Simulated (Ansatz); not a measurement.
## BaMnO3, magnetic orders

The parent structure is BaMnO3 in the cubic perovskite structure (space group Pm-3m, No. 221; a = 3.881 Å; ferromagnetic; a cell from a computed database, its experimental status unchecked).

Each order is relaxed in cell and atoms; arrows give the starting signs on the magnetic atoms.

Level of theory: Kohn–Sham DFT with the PBEsol functional, run in Ansatz (a quantum-chemistry and plane-wave program) with PAW and 420 eV plane waves, without spin-orbit coupling.

Notes on the quantities. energy relative to the base: σ→0; to 0.01 eV only: unlike meshes or grids; space group: of the atoms, moments ignored.

| change | energy relative to the base | largest site moment | shortest interatomic distance | space group |
|---|---|---|---|---|
| base | 0.00 eV/atom | 2.41 μB | 1.940 Å | Pm-3m (No. 221) |
| ↑↓ start, q = (0, 0, 1/2), 10 atoms | -0.01 eV/atom | 2.29 μB | 1.915 Å | P4/mmm (No. 123) |
| ↑↓ start, q = (0, 1/2, 1/2), 10 atoms | -0.02 eV/atom | 2.25 μB | 1.924 Å | P4/mmm (No. 123) |
| ↑↓ start, q = (1/2, 1/2, 1/2), 10 atoms | -0.03 eV/atom | 2.20 μB | 1.932 Å | Pm-3m (No. 221) |
| non-magnetic | +0.14 eV/atom | – | 1.919 Å | Pm-3m (No. 221) |

Other magnetic orders, which the real material may have, were not ruled out. No phonon test of stability was made. No Hubbard U is applied, and correlation can decide whether such a compound is a metal. Spin-polarised in the final run: ↑↓ start, q = (0, 0, 1/2), 10 atoms, base, ↑↓ start, q = (0, 1/2, 1/2), 10 atoms and ↑↓ start, q = (1/2, 1/2, 1/2), 10 atoms; the other runs are not. Many cubic perovskites are stable only at high temperature; tilts and polar distortions were not tested.
